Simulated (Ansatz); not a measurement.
The starting structures come from a database of crystals and need not be the phases stable at ambient conditions.

```
CELL_PARAMETERS angstrom
      4.24865     0.00000     0.00000
      2.12432    11.78843     0.00000
      0.00000     0.76562     4.17910
ATOMIC_POSITIONS crystal
  Ba 0.50000 0.00000 0.50000
  Ba 0.67615 0.64770 0.67615
  Ba 0.32385 0.35230 0.32385
  In 0.90892 0.18216 0.90892
  In 0.09108 0.81784 0.09108
  O  0.60370 0.79260 0.10370
  O  0.39630 0.20740 0.89630
  O  0.10370 0.79260 0.60370
  O  0.89630 0.20740 0.39630
  O  0.00000 0.00000 0.00000
  F  0.20509 0.58982 0.20509
  F  0.79491 0.41018 0.79491
```

Space group of this cell: I4/mmm. The cell is taken as given; by r2SCAN its mean pressure is -3.9 GPa.

Transport runs along the normal of the first two printed cell vectors, the (101) plane of the conventional cell.

The gap is the functional's own. No spin-orbit coupling. Mid-gap values are interpolated on the energy grid.

Q: Give the band gap and the smallest decay constant κ at mid-gap that r2SCAN run with Ansatz (a quantum-chemistry and plane-wave program) yields.

A: Gap 2.15 eV on a 8×8×8 mesh; κ = 0.235 1/Å, at the zone centre.
